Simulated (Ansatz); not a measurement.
The parent structure is Pt in the fcc (Cu type) structure (space group Fm-3m, No. 225; relaxed with 0.1 eV smearing).

```
CELL_PARAMETERS angstrom
      0.00000     1.95989     1.95989
      1.95989     0.00000     1.95989
      1.95989     1.95989     0.00000
ATOMIC_POSITIONS crystal
  Pt 0.00000 0.00000 0.00000
```

Cartesian axes are those of the cell as printed.

Calculations: PBEsol, PAW, 420 eV (Ansatz, a first-principles code; scalar-relativistic without spin-orbit coupling).

One thing is altered: the cell is scaled by 0.9750 in all directions; the atoms relax in the strained cell.

**Question.** Predict the stress tensor and what it implies for the stiffness.

**Answer.** Stress of the strained cell less that of the base (GPa, compression positive):
```
   26.6     0.0     0.0
    0.0    26.6     0.0
    0.0     0.0    26.6
```

Then B = −ΔP/(ΔV/V₀) with ΔV/V₀ = -0.0731 gives secant stiffness values (nonlinear terms included at this strain): B ≈ 363 GPa.

As a check, the harmonic strain energy −½ V₀ Δσ:ε is 94 meV/atom; the computed energy rise is 84 meV/atom.

Whether these cells are dynamically stable was not tested. All final runs are without spin polarisation.
